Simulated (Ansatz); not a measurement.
The starting structures come from a database of crystals and need not be the phases stable at ambient conditions.

 Where the default PAW files enter, the runs use the earlier of Ansatz's two default sets.

Inside the gap of an insulator the Bloch states are evanescent, with a wavenumber k + iκ along the transport direction.

Here is the system:

```
CELL_PARAMETERS angstrom
      3.14528     0.00000     0.00000
     -1.57264     2.72389     0.00000
      0.00000     0.00000     5.09689
ATOMIC_POSITIONS crystal
  Al 0.00000 0.00000 0.99926
  Ga 0.66667 0.33333 0.49717
  N  0.66667 0.33333 0.11180
  N  0.00000 0.00000 0.62816
```

Space group of this cell: P3m1. The cell is taken as given.

Transport runs along the normal of the first two printed cell vectors, the (001) plane of the conventional cell.

The gap is the functional's own, uncorrected, and κ follows it; spin-orbit coupling is left out. Mid-gap values are interpolated between the computed energies.

**Question.** Estimate the band gap and the smallest decay constant κ at mid-gap that r2SCAN (Ansatz, a program for electronic structure) returns for this system.

**Answer.** Gap 3.37 eV on a 12×12×6 mesh; κ = 0.225 1/Å, at the zone centre.
